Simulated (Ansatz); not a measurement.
For Ta5Ge3 (I4/mcm, No. 140, 16 atoms in the cell; start mp-17615), LDA (plane waves, PAW; Ansatz, a first-principles code) gives:

| Quantity | Result |
|---|---|
| equilibrium lattice constant a | 9.992 Å |
| c axis length | 5.087 Å |

Problem. What does r²SCAN+rVV10 (Ansatz, plane waves, PAW) give for the same quantities?

Solution. 
- lattice constant a: 10.083 Å (goes up by 0.9 %)
- lattice parameter c: 5.141 Å (increases by 1.1 %)

Changes are worked out from the printed values.

Unless a cell is named, each level is at its own relaxed cell (LDA 15.87, r²SCAN+rVV10 16.33 Å³/atom).

Levels without +SOC leave out spin–orbit coupling, which shifts energies and cells of such heavy elements.

Caveats: the relaxation could not lower the start's symmetry, so the cell can be a saddle point above a distorted one (LDA, r²SCAN+rVV10). Ansatz's density-functional and Hartree–Fock values are scalar-relativistic unless marked +SOC, with PAW data made under PBE.

A start named mp-… is a Materials Project structure, which need not be a measured phase.
